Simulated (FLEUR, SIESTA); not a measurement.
A FLEUR input for a self-consistent single point of Cu3Sn (Fm-3m, 4 atoms in the cell) (DFT, PBEsol, all-electron FLAPW (FLEUR), scalar-relativistic valence):

Input of the input generator:

```
Cu3Sn crystal
&input film=f /
-0.0000000000 5.8586990069 5.8586990069
5.8586990069 -0.0000000000 5.8586990069
5.8586990069 5.8586990069 -0.0000000000
1.0
1.0 1.0 1.0

4
29 0.5000000000 0.5000000000 0.5000000000
29 0.7500000000 0.7500000000 0.7500000000
29 0.2500000000 0.2500000000 0.2500000000
50 0.0000000000 0.0000000000 0.0000000000

&comp jspins=1 /
&exco xctyp='PBEs' /
&kpt div1=9 div2=9 div3=9 /
&end /
```

```xml
<?xml version="1.0" encoding="UTF-8" standalone="no"?>
<fleurInput fleurInputVersion="0.39">
   <comment>
      Cu3Sn crystal                                                                                       
   </comment>
   <calculationSetup>
      <cutoffs Kmax="4.2" Gmax="12.6" GmaxXC="12.6" numbands="0"/>
      <scfLoop itmax="80" minDistance="0.00001" maxIterBroyd="15" imix="Anderson" alpha="0.05" precondParam="0.0" spinf="2.0"/>
      <coreElectrons ctail="T" frcor="F" kcrel="0" coretail_lmax="0"/>
      <xcFunctional name="PBEs" relativisticCorrections="F"/>
      <magnetism jspins="1"/>
      <soc l_soc="F" theta="0.0" phi="0.0" spav="F"/>
      <expertModes spex="0" secvar="F"/>
      <geometryOptimization l_f="T" forcealpha="1.0" forcemix="BFGS" epsdisp="0.00001" epsforce="0.00001"/>
      <ldaU l_linMix="F" mixParam="0.05" spinf="1.0"/>
   </calculationSetup>
   <cell>
      <bzIntegration valenceElectrons="47.0" mode="hist" fermiSmearingEnergy="0.00367493">
         <kPointListSelection listName="default-1"/>
         <!-- k-points included here -->
         <xi:include xmlns:xi="http://www.w3.org/2001/XInclude" href="kpts.xml"> </xi:include>
      </bzIntegration>
      <!-- symmetry operations included here -->
      <xi:include xmlns:xi="http://www.w3.org/2001/XInclude" href="sym.xml"> </xi:include>
      <bulkLattice scale="1.0">
         <bravaisMatrix>
            <row-1>    0.0000000000000000     5.8586990069000002     5.8586990069000002</row-1>
            <row-2>    5.8586990069000002     0.0000000000000000     5.8586990069000002</row-2>
            <row-3>    5.8586990069000002     5.8586990069000002     0.0000000000000000</row-3>
         </bravaisMatrix>
      </bulkLattice>
   </cell>
   <atomSpecies>
      <species name="Copper (Cu)" element="Cu" atomicNumber="29">
         <mtSphere radius="2.37" gridPoints="817" logIncrement="0.015"/>
         <atomicCutoffs lmax="10" lnonsphr="8"/>
         <electronConfig flipSpins="F">
            <coreConfig>(1s1/2) (2s1/2) (2p1/2) (2p3/2) (3s1/2) (3p1/2) (3p3/2)</coreConfig>
            <valenceConfig>(4s1/2) (3d3/2) (3d5/2)</valenceConfig>
            <stateOccupation state="(4s1/2)" spinUp="0.5" spinDown="0.5"/>
         </electronConfig>
         <energyParameters s="4" p="4" d="3" f="4"/>
         <lo type="HELO" l="2" n="4" eDeriv="0"/>
      </species>
      <species name="Tin (Sn)" element="Sn" atomicNumber="50">
         <mtSphere radius="2.37" gridPoints="817" logIncrement="0.016"/>
         <atomicCutoffs lmax="10" lnonsphr="8"/>
         <electronConfig flipSpins="F">
            <coreConfig>(1s1/2) (2s1/2) (2p1/2) (2p3/2) (3s1/2) (3p1/2) (3p3/2) (4s1/2) (3d3/2) (3d5/2) (4p1/2) (4p3/2)</coreConfig>
            <valenceConfig>(5s1/2) (4d3/2) (4d5/2) (5p1/2) (5p3/2)</valenceConfig>
            <stateOccupation state="(5p1/2)" spinUp="0.3333333333333" spinDown="0.3333333333333"/>
            <stateOccupation state="(5p3/2)" spinUp="0.6666666666667" spinDown="0.6666666666667"/>
         </electronConfig>
         <energyParameters s="5" p="5" d="5" f="4"/>
         <lo type="SCLO" l="2" n="4" eDeriv="0"/>
      </species>
   </atomSpecies>
   <atomGroups>
      <atomGroup species="Copper (Cu)">
         <relPos label="                   1">1.000/2.000 1.000/2.000 1.000/2.000</relPos>
         <force calculate="T" relaxXYZ="TTT"/>
      </atomGroup>
      <atomGroup species="Copper (Cu)">
         <relPos label="                   2">-1.000/4.000 -1.000/4.000 -1.000/4.000</relPos>
         <relPos label="                   3">1.000/4.000 1.000/4.000 1.000/4.000</relPos>
         <force calculate="T" relaxXYZ="TTT"/>
      </atomGroup>
      <atomGroup species="Tin (Sn)">
         <relPos label="                   4">.0000000000 .0000000000 .0000000000</relPos>
         <force calculate="T" relaxXYZ="TTT"/>
      </atomGroup>
   </atomGroups>
   <output dos="F" band="F" slice="F">
      <checks vchk="F" cdinf="F"/>
      <bandDOS minEnergy="-.5*Htr" maxEnergy="0.5*Htr" sigma="0.015" storeEVData="T"/>
      <vacuumDOS vacdos="F" integ="F" star="F" nstars="0" locx1="0.0" locy1="0.0" locx2="0.0" locy2="0.0" nstm="0" tworkf="0.0"/>
      <unfoldingBand unfoldBand="F" supercellX="1" supercellY="1" supercellZ="1"/>
      <plotting iplot="0" polar="F">
         <plot TwoD="T" vec1="  1.0  0.0  0.0" vec2="  0.0  1.0  0.0" vec3="  0.0  0.0  1.0" zero="  0.0  0.0  0.0" file="plot"/>
      </plotting>
      <chargeDensitySlicing numkpt="0" minEigenval="0.0" maxEigenval="0.0" nnne="0" pallst="F"/>
      <specialOutput eonly="F"/>
      <magneticCircularDichroism mcd="F" energyLo="-10.0" energyUp="0.0"/>
   </output>
  <!-- We include the file relax.xml here to enable relaxations (see documentation) -->
  <xi:include xmlns:xi="http://www.w3.org/2001/XInclude" href="relax.xml"> <xi:fallback/> </xi:include>
</fleurInput>
```

### Question
Translate this input to SIESTA.

### Answer
This is the input that was run; spellings and numerical settings could be chosen otherwise.

```
# files in the folder: Cu.psml Sn.psml (PseudoDojo PBEsol standard)
SystemName  Cu3Sn
SystemLabel siesta

NumberOfAtoms                4
NumberOfSpecies              2
%block ChemicalSpeciesLabel
  1 29 Cu
  2 50 Sn
%endblock ChemicalSpeciesLabel
LatticeConstant              1.0 Bohr
%block LatticeVectors
     0.000000000    5.858699007    5.858699007
     5.858699007    0.000000000    5.858699007
     5.858699007    5.858699007    0.000000000
%endblock LatticeVectors
AtomicCoordinatesFormat      Bohr
%block AtomicCoordinatesAndAtomicSpecies
     5.858699007    5.858699007    5.858699007  1
     8.788048510    8.788048510    8.788048510  1
     2.929349503    2.929349503    2.929349503  1
     0.000000000    0.000000000    0.000000000  2
%endblock AtomicCoordinatesAndAtomicSpecies

XC.functional                GGA
XC.authors                   PBEsol
PAO.BasisSize                TZP
PAO.EnergyShift              0.005 Ry
MeshCutoff                   400 Ry
%block kgrid.MonkhorstPack
    9   0   0  0.0
    0   9   0  0.0
    0   0   9  0.0
%endblock kgrid.MonkhorstPack
OccupationFunction           FD
ElectronicTemperature        0.1 eV

MaxSCFIterations             150
SCF.Mixer.Method             Broyden
SCF.Mixer.Weight             0.25
SCF.Mixer.History            6
SCF.DM.Tolerance             1.0E-05
Diag.ParallelOverK           true
WriteForces                  true
Charge.Mulliken              end
```

Basis settings and potentials, where a program has them, do not carry over. This input uses DFT, GGA PBEsol, numerical atomic orbitals TZP, PseudoDojo PBEsol standard norm-conserving potentials (rewritten from UPF to PSML).

The starting cell comes from a database of computed structures (which also holds hypothetical and non-ambient phases and stackings), without a prior relaxation at this level. Its lattice was rescaled by a random factor within 2.5 % of one.
